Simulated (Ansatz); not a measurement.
Take CdSe in the zinc blende structure (space group F-43m, No. 216; a = 6.082 Å) as the base.

The values are results of PBEsol (Ansatz, a quantum-chemistry and plane-wave program), no spin-orbit coupling, not measurements.

Base values:

| Property | Value |
|---|---|
| Band gap | 0.48 eV |

Now apply this change: every lattice vector is stretched by 4.66 %; the atoms relax in the strained cell.

### Question
How does this affect the band gap and energy relative to the base?

### Answer
The band gap shrinks by 0.26 eV to 0.22 eV; the energy increases by 76 meV/atom.

Stability against distortions was not tested. A zero or small gap of CdSe under isotropic strain +4.66 % can be the functional's error rather than a property of the material.
